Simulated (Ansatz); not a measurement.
## MgSe: shear stress against shear

MgSe (rock salt, Fm-3m, 19.588 Å³/atom and stress up to 0.01 GPa in the relaxed cell, cube axes along x, y and z) under an engineering shear γ in the xy plane. LDA in Ansatz, a plane-wave DFT program (PAW, default set), 420 eV, 11×11×11 Γ-centred mesh, Fermi-Dirac smearing 0.05 eV; ions are relaxed, or left where forces stay under 0.02 eV/Å, within the symmetry of each cell. Stress is positive for a compressed cell.

Here s stands for strain and y for shear stress.

| strain (%) | shear stress (GPa) |
|---|---|
| 0.00 | 0.00 |
| 0.58 | -0.26 |
| 1.14 | -0.52 |
| 1.72 | -0.79 |
| 4.00 | ? |

Fit y against s with a straight line, and predict the withheld value at s = 4.00.

Means: s 0.86000, y -0.393. About the means, the sum of products is -0.75220 and the sum of squares of s is 1.6360; the slope is their ratio. Least squares gives y = 0.003 - 0.4598·s. Residuals (row less fit): -0.003, 0.004, 0.001, -0.002; standard error 0.004 (degrees of freedom: 2). The slope gives the elastic constant C44 = 46.0 ± 0.3 GPa (± standard error of the fit, which holds the terms cut off). At the withheld row, y = 0.003 - 0.4598 × 4.00 = -1.836 GPa. The calculation gives -1.83 GPa, 0.006 GPa above the prediction (0.3 % of the range of y in the table). The row lies outside the fitted rows, so this is an extrapolation. The scatter of the fitted rows lies at the last printed digit.

Rows are the converged runs of the series near zero and its far end, less any whose ions stayed unrelaxed beside relaxed ones; series whose fitted rows scatter by over a few per cent of the range, as at a crossing or softening among them, aren't shown in this form. Most that stay on the fit to the last digits aren't either.
